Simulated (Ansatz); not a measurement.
Start from Sb in the fcc (Cu type) structure (space group Fm-3m, No. 225; relaxed with 0.1 eV smearing).

```
CELL_PARAMETERS angstrom
      0.00000     2.35715     2.35715
      2.35715     0.00000     2.35715
      2.35715     2.35715     0.00000
ATOMIC_POSITIONS crystal
  Sb 0.00000 0.00000 0.00000
```

Cartesian axes are those of the cell as printed.

The values are results of PBEsol/PAW in Ansatz (a program for electronic structure), no SOC, not measurements.

One thing is altered: a pure shear with ε_yz = ε_zy = 0.0048; the atoms relax in the strained cell.

Task: Predict the new stress.

Result: The stress (xx, yy, zz, yz, xz, xy; compression positive) comes out as (0.0, 0.0, 0.0, -0.1, 0.0, 0.0) GPa.

Task: Predict the new energy relative to the base.

Result: The energy stays essentially unchanged.

No phonon test of stability was made. This is not the structure that Sb has at room temperature and ambient pressure.
